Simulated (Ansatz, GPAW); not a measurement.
An Ansatz (a first-principles code) input for a self-consistent single point of HfS₃ (P1, 8 atoms in the cell) (DFT, LDA (PW92), plane waves, default PAW files made with PBE):

Ansatz 0.2 input:
```yaml
crystal:
  lattice:
    - [5.11398700, 0.00000000, 0.00000000]
    - [0.00000000, 3.58484400, 0.00000000]
    - [-1.20118000, 0.00000000, 9.05400900]
  atoms:
    - { symbol: Hf, position_ang: [0.66606268, 2.71295975, 5.82847302] }
    - { symbol: Hf, position_ang: [3.31605656, 0.90768250, 3.22925717] }
    - { symbol: S, position_ang: [4.20965004, 2.68876205, 1.62711407] }
    - { symbol: S, position_ang: [-0.34756461, 0.86793734, 7.45207413] }
    - { symbol: S, position_ang: [0.69388343, 0.91387353, 4.06115763] }
    - { symbol: S, position_ang: [3.23050387, 2.67931599, 5.00239430] }
    - { symbol: S, position_ang: [1.69109293, 0.87631870, 7.46373570] }
    - { symbol: S, position_ang: [2.19153680, 2.69252256, 1.55183903] }
kpoints:
  mp_grid: { grid: [4, 5, 2] }
hamiltonian:
  xc: lda
  pseudopotentials: { kind: paw }
scf:
  occupations: { method: fixed }
output:
  forces: true
  eigenvalues: true
  stress: true
```

**Question.** Write the same calculation as an input for GPAW.

**Answer.** This is the input that was run; spellings and numerical settings could be chosen otherwise.

```python
from ase import Atoms
from ase.units import GPa
from gpaw import GPAW

atoms = Atoms(['Hf', 'Hf', 'S', 'S', 'S', 'S', 'S', 'S'],
              cell=[[5.113987, 0.000000, 0.000000],
                    [0.000000, 3.584844, 0.000000],
                    [-1.201180, 0.000000, 9.054009]],
              scaled_positions=[[0.281447, 0.756786, 0.643745],
                                [0.732203, 0.253200, 0.356666],
                                [0.865375, 0.750036, 0.179712],
                                [0.125360, 0.242113, 0.823069],
                                [0.241039, 0.254927, 0.448548],
                                [0.761473, 0.747401, 0.552506],
                                [0.524306, 0.244451, 0.824357],
                                [0.468796, 0.751085, 0.171398]],
              pbc=True)

calc = GPAW(mode={'name': 'pw', 'ecut': 550},
            xc='LDA',
            kpts={'size': (4, 5, 2), 'gamma': True},
            occupations={'name': 'fermi-dirac', 'width': 0.0},
            nbands=-8,
            convergence={'forces': 0.001, 'bands': -6},
            symmetry={'symmorphic': False, 'tolerance': 0.0005},
            maxiter=120,
            txt='-')

atoms.calc = calc

energy = atoms.get_potential_energy()
print('Energy (eV):', round(energy, 6))
forces = atoms.get_forces()
print('Forces (eV/Ang):')
print(forces.round(5))
stress = atoms.get_stress()
print('Stress (GPa, Voigt):', (stress / GPa).round(4))
```

Basis settings and potentials, where a program has them, do not carry over. This input uses DFT LDA (Perdew-Wang 92), plane waves, GPAW PAW datasets LDA (gpaw-data 1.0.1). LDA parametrisations can differ slightly between programs.

The starting cell comes from a database of computed structures (which also holds hypothetical and non-ambient phases and stackings), without a prior relaxation at this level. Its lattice was rescaled by a random factor within 2.5 % of one. For this run, on top of that: atoms moved at random.
